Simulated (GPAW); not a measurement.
**What each level gives and costs: TlS (I4/mcm, 8 atoms in the cell)**

Cell: a = 6.4708 Å, b = 6.4708 Å, c = 6.4708 Å, α = 106.03°, β = 106.03°, γ = 116.60°.

Program: GPAW, GPAW PAW datasets LDA (gpaw-data 1.0.1); each row names its functional.

Base settings: mode = pw; ecut = 600 eV; xc = LDA; kpts = 3 3 3; mesh shift (steps) = 0 0 0; occupations.name = fermi-dirac; occupations.width = 0.1 eV; nbands = -14; convergence.forces = 0.001 eV/Å; symmetry.symmorphic = false.

Differences are taken from r2SCAN (potentials: GPAW PAW datasets PBE (gpaw-data 1.0.1)), a reference of convenience: it is no measurement, and no ranking of the functionals follows. Where a row names another cutoff or potentials, its difference holds that change too.

Core times come from one kind of shared machine and are given to one figure; runs under 30 s give none.

The starting cell comes from a database of published, mostly measured structures (it also holds non-ambient and calculated ones), without a prior relaxation at this level. In the base run, with a pressure of about -4 GPa the cell is away from its equilibrium volume at this level.

| level | pressure less reference (GPa) | largest difference in the force on any atom (eV/Å) | core time / reference (rough) |
|---|---|---|---|
| LDA (Perdew-Wang 92) | -3.48 | 0.056 | 0.1 |
| PBEsol (potentials: GPAW PAW datasets PBEsol (made by gpaw-setup)) | -1.72 | 0.040 | 0.3 |
| BLYP (potentials: GPAW PAW datasets BLYP (made by gpaw-setup)) | 5.21 | 0.382 | 0.4 |
| vdW-DF2 (potentials: GPAW PAW datasets PBE (gpaw-data 1.0.1)) | 6.60 | 0.777 | 0.4 |
| vdW-DF-cx (potentials: GPAW PAW datasets PBE (gpaw-data 1.0.1)) | -0.79 | 0.285 | 0.3 |
| r2SCAN (potentials: GPAW PAW datasets PBE (gpaw-data 1.0.1)) | 0.00 | 0.000 | 1 |

Left out of this page: 3 runs of the series held back from this collection.
